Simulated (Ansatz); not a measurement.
Do energy and pressure agree? Two volumes of CoSi2 (I4mm, 3 atoms in the cell)

```
CELL_PARAMETERS angstrom
      0.00000     2.67196     2.67196
      2.67196     0.00000     2.67196
      2.67196     2.67196     0.00000
ATOMIC_POSITIONS crystal
  Co 0.00936 0.00936 0.99064
  Si 0.25000 0.25000 0.25000
  Si 0.75000 0.75000 0.75000
```

Level of theory: PBEsol, default PAW files made with PBE (plane waves; Ansatz, a program for electronic structure).

Settings: basis.ecutwfc = 1010 eV; kpoints.mp_grid.grid = 11 11 11; hamiltonian.xc = pbesol; hamiltonian.pseudopotentials = {kind: paw} (the program's default PAW files); scf.occupations.method = fermi_dirac; scf.occupations.width = 0.1 eV. This cutoff ends a ladder whose last two steps agree within 1 meV/atom.

The second cell is the first with its lattice scaled by 0.98, at the same fractional positions.

The starting cell has typed, rounded lattice constants, without a prior relaxation at this level. Its lattice was rescaled by up to half a per cent. One atom was moved a little off its site on purpose. Spin polarisation is off. Ansatz's pressure includes its estimate of the finite-basis (Pulay) stress.

| cell | volume (Å³/atom) | pressure (GPa) | F less the first cell's (meV/atom) |
|---|---|---|---|
| first | 12.7174 | -3.07 | 0.00 |
| second | 11.9695 | 9.42 | ? |

Task: Estimate the energy of the second cell from the pressures, and the bulk modulus between the two volumes.

Result: With P = −dF/dV, the trapezoid gives ΔF ≈ −(P₁ + P₂)/2 · ΔV = −(3.175 GPa) · (-0.7479 Å³) = 14.82 meV/atom (1 eV/Å³ = 160.22 GPa). The modulus at fixed fractional positions is B = −ΔP/Δln V = 206 GPa, a mean over the interval. P(V) is curved, so the trapezoid lies high by about |ΔV|³·B·(1 + B′)/(12·V̄²) = 1.47 meV/atom for an assumed B′ = 4, which leaves 13.35 meV/atom. The runs gave 13.23 meV/atom, a miss of 0.12 meV/atom. Cases were kept where this miss is small, so the page shows the method and is no test of it.

Left out of this page: 15 runs of the series outside the window shown, repeating another row's setting, or not comparable.

Keys are those of Ansatz 0.2.
